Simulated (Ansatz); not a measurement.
# Point defect Te on the As site (broken-bond start) in zinc-blende BAs

All values below come from PBE, PAW (plane waves to 420 eV; Ansatz, an electronic-structure program). The supercell holds 64 host sites (2×2×2 repeats of the unit cell), with a 2×2×2 shifted k-point sampling for the final energies. Sites at the start: the As site; started 0.95 Å off site, one bond broken. Energies of charged states are corrected for periodic images (point charge plus alignment at distant sites). Dielectric constants: PBE linear response of the host. Host gap at this level: 1.20 eV. Finite-size and sampling errors can reach tenths of an eV here. The semilocal functional narrows the gap, so deep levels can fall outside it. Spin–orbit coupling is left out, which matters for these heavy elements. Each state is the lowest found from its start.

```json
[
 {"charge": "+1", "moment (μB)": "not spin-polarised", "largest move off a lattice site (Å)": "0.15", "image correction with alignment (eV)": "0.35"},
 {"charge": "0*", "moment (μB)": "fractional", "largest move off a lattice site (Å)": "0.16", "image correction with alignment (eV)": "–"},
 {"charge": "−1*", "moment (μB)": "not spin-polarised", "largest move off a lattice site (Å)": "0.18", "image correction with alignment (eV)": "–"}
]
```

* At this level the carrier isn't localised at the defect: at charge 0 electrons occupy the conduction band; at charge −1 electrons occupy the conduction band. Such a state is shallow or no state of the defect, and this cell gives it no level.

No other site or start that was run ended lower by more than 0.1 eV.

Flagged in the runs: a doubtful potential alignment.
